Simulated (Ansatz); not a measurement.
# Response to strain and stress in TiN

Start from TiN in the rock salt structure (space group Fm-3m, No. 225; a = 4.2045 Å; relaxed with 0.1 eV smearing). Axes: x, y, z lie along the cube axes.

Strains are applied to the cell and any free atomic positions relax; under biaxial strain the out-of-plane vector relaxes too; under stress the whole cell relaxes.

Level of theory: Ansatz (an electronic-structure program), PBEsol, PAW, cutoff 420 eV, scalar-relativistic without spin-orbit coupling.

Candidates:
(a) uniaxial stress, 2 GPa compression along x
(b) biaxial strain +3.32 %, plane normal [110], relaxed out of plane
(c) tensor shear ε_xz = −1.38 %
(d) biaxial strain −0.76 %, plane normal [111], relaxed out of plane

Notes on the quantities. energy relative to the base: free energy F.

Task: Order them by energy relative to the base, lowest first.

Result: (a) uniaxial stress, 2 GPa compression along x (+0.2 meV/atom), (d) biaxial strain −0.76 %, plane normal [111], relaxed out of plane (+2.0 meV/atom), (c) tensor shear ε_xz = −1.38 % (+3.8 meV/atom), (b) biaxial strain +3.32 %, plane normal [110], relaxed out of plane (+37 meV/atom)

A biaxial case was relaxed in a doubled cell and then solved in the primitive one. Stability under load was not tested beyond the relaxation. The base started in Pnma and relaxed to Fm-3m at this level. The final runs are not spin-polarised. An odd electron count without spin: TiN.
